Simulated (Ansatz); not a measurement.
The reference is InPd in the CsCl type structure (space group Pm-3m, No. 221; a = 3.2480 Å; relaxed with 0.1 eV smearing). Axes: x, y, z lie along the cube axes.

Calculations: plane-wave PAW DFT at the PBEsol level (Ansatz, a first-principles code, 420 eV), spin-orbit coupling left out.

Before the change:

```
Item                            Result
-----------------------------  -------
Shortest interatomic distance  2.813 Å
```

Perturbation: biaxial strain −1.00 %, plane normal [001], relaxed out of plane (Cartesian); in-plane vectors clamped, the third vector and the atoms free.

Task: How does this affect the out-of-plane strain?

Result: The out-of-plane strain amounts to +1.70 %.

Task: What does the calculation give for the in-plane stress after the change?

Result: The mean in-plane stress (compression positive) comes out as +0.7 GPa.

Task: How does this affect the shortest interatomic distance?

Result: The shortest interatomic distance decreases by 0.003 Å (2.813 Å → 2.810 Å).

Whether these cells are dynamically stable was not tested. The final runs are not spin-polarised.
